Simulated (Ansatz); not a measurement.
Results of LC-ωPBE (plane waves, PAW; Ansatz, a program for electronic structure) for CsCl-type CuZn.

Run with plane-wave cutoff 460 eV, 10×10×10 k mesh, Fermi–Dirac smearing 0.05 eV, no spin polarisation, scalar-relativistic PAW data made under PBE.

A third-order Birch–Murnaghan fit to the energies gives V0 = 12.260 Å³/atom, B0 = 145 GPa, B′ = 4.8.

| V (Å³/atom) | P (GPa) |
|---|---|
| 11.640 | 8.53 |
| 11.946 | 4.00 |
| 12.363 | … |
| 12.558 | -3.30 |
| 12.865 | … |

Q: Estimate the withheld pressures from this fit; the answers are the runs' own values.

A: 
- 12.363, P (GPa): -1.20
- 12.865, P (GPa): -6.22

The formula P = (3/2) B0 (x^(7/3) − x^(5/3)) [1 + (3/4)(B′ − 4)(x^(2/3) − 1)] with x = V0/V meets the computed pressures within 0.02 GPa when these rounded values are put in.

Measured, for comparison: bulk modulus 116 GPa (temperature not stated, not corrected to a static lattice; as tabulated in Nepal et al. (2020), arXiv:2007.11150); equilibrium volume per atom 12.93 Å³/atom (temperature not stated, not corrected to a static lattice; as tabulated in First-Principles Study on the Electrical and Thermal Conductivities of Cu–Zn …). Computed (rounded) less measured: bulk modulus +25 %, equilibrium volume per atom -5.2 %.

Note: the run has no spin polarisation, so it can have missed a magnetic state.

Static lattice: no zero-point or thermal effects.

Computing time: roughly 30 core-minutes.
